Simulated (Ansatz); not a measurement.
SnPt3 under a change: isotropic strain −3.69 %

The reference is SnPt$_{3}$ in the Cu3Au type structure (space group Pm-3m, No. 221; a = 4.0065 Å; relaxed with 0.1 eV smearing).

Perturbation: every lattice vector is shortened by 3.69 %; the atoms relax in the strained cell.

Method: PBEsol, PAW, 420 eV (Ansatz, a first-principles code; no spin-orbit coupling). k-mesh 15×15×15 (Γ-centred); smearing 0.1 eV (Fermi–Dirac).

- Volume per atom: 14.36 Å³ (base 16.08 Å³)
- Space group: Pm-3m (No. 221) (base Pm-3m (No. 221))
- Shortest interatomic distance: 2.728 Å (base 2.833 Å)
- Energy relative to the base (free energy F): +166 meV/atom
- Band gap: zero (base zero)

With Pt present, leaving out spin-orbit coupling can change the band edges. No phonon test of stability was made. All final runs are without spin polarisation.
